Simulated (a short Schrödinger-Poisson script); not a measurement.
System: gated Al0.4Ga0.6As/GaAs modulation-doped gas, at 20 K.

| layer | material | thickness (nm) | Nd (cm⁻³) | Na (cm⁻³) |
|---|---|---|---|---|
| 1 | Al0.4Ga0.6As | 10 | - | - |
| 2 | Al0.4Ga0.6As | 30 | 7.1e17 | - |
| 3 | Al0.4Ga0.6As | 5 | - | - |
| 4 | GaAs | 6000 | - | 1e14 |

The device is made up for the run: typed textbook-type constants, with dimensions and the other settings drawn at random. Al0.4Ga0.6As: permittivity 11.76, conduction-band edge (eV) 0.316, gap (eV) 1.923, electron mass (mₑ) 0.1002, Nv at 300 K (cm⁻³) 9e18. GaAs: permittivity 12.9, conduction-band edge (eV) 0, gap (eV) 1.424, Nv at 300 K (cm⁻³) 9e18.

Channel valleys (confinement mass, in-plane density-of-states mass, number): Γ 0.067, 0.067, 1. At the gate the conduction-band edge of layer 1 lies 1.07 eV − eVg above the Fermi level of the channel; the field vanishes at the back. Donor level 0.05 eV below the band edge. The barrier under the gate holds no holes. Gaps are held at their typed values at every temperature. Mesh 0.08 nm at interfaces.

Solved with a short Schrödinger-Poisson script written for these runs: 1D Poisson equation in equilibrium, electrons quantum, Hartree plus LDA exchange-correlation (BenDaniel-Duke, 40 states a valley, the channel's in-plane mass for all, wave functions free to enter the barrier), parabolic valleys, classical holes, donors ionised by Fermi statistics, acceptors fully, no traps, pinning or gate leakage.

The same stack at other levels of the model or other numerical settings:

```json
[
 {"run": "base", "sheet density of all electrons at Vg = 0.5 V (cm⁻²)": "6.64e11", "sheet density of all electrons at Vg = 0 V (cm⁻²)": "2.99e10", "capacitance at Vg = 0.5 V (μF/cm²)": "0.209", "centroid of the channel electrons at Vg = 0.5 V (nm)": "6.65", "rough cost against the base": "about 1"},
 {"run": "electrons treated as classical, Boltzmann", "sheet density of all electrons at Vg = 0.5 V (cm⁻²)": "?", "sheet density of all electrons at Vg = 0 V (cm⁻²)": "4.10e10", "capacitance at Vg = 0.5 V (μF/cm²)": "0.230", "centroid of the channel electrons at Vg = 0.5 V (nm)": "0.78", "rough cost against the base": "0.02"},
 {"run": "electrons treated as classical, Fermi-Dirac", "sheet density of all electrons at Vg = 0.5 V (cm⁻²)": "6.75e11", "sheet density of all electrons at Vg = 0 V (cm⁻²)": "?", "capacitance at Vg = 0.5 V (μF/cm²)": "0.209", "centroid of the channel electrons at Vg = 0.5 V (nm)": "?", "rough cost against the base": "0.08"},
 {"run": "electrons treated as quantum, Hartree", "sheet density of all electrons at Vg = 0.5 V (cm⁻²)": "6.52e11", "sheet density of all electrons at Vg = 0 V (cm⁻²)": "2.63e10", "capacitance at Vg = 0.5 V (μF/cm²)": "0.207", "centroid of the channel electrons at Vg = 0.5 V (nm)": "7.18", "rough cost against the base": "about 1"},
 {"run": "mesh six times as coarse", "sheet density of all electrons at Vg = 0.5 V (cm⁻²)": "6.64e11", "sheet density of all electrons at Vg = 0 V (cm⁻²)": "2.98e10", "capacitance at Vg = 0.5 V (μF/cm²)": "0.209", "centroid of the channel electrons at Vg = 0.5 V (nm)": "6.64", "rough cost against the base": "0.3"},
 {"run": "one subband a valley", "sheet density of all electrons at Vg = 0.5 V (cm⁻²)": "6.64e11", "sheet density of all electrons at Vg = 0 V (cm⁻²)": "2.99e10", "capacitance at Vg = 0.5 V (μF/cm²)": "0.208", "centroid of the channel electrons at Vg = 0.5 V (nm)": "6.44", "rough cost against the base": "0.2"}
]
```

Fill in the missing entries.


- electrons treated as classical, Fermi-Dirac, sheet density of all electrons at Vg = 0 V (cm⁻²): 3.60e10
- electrons treated as classical, Fermi-Dirac, centroid of the channel electrons at Vg = 0.5 V (nm): 5.28
- electrons treated as classical, Boltzmann, sheet density of all electrons at Vg = 0.5 V (cm⁻²): 7.51e11

The classical rows ignore confinement, and Boltzmann statistics overrate the density once the band edge passes the Fermi level.
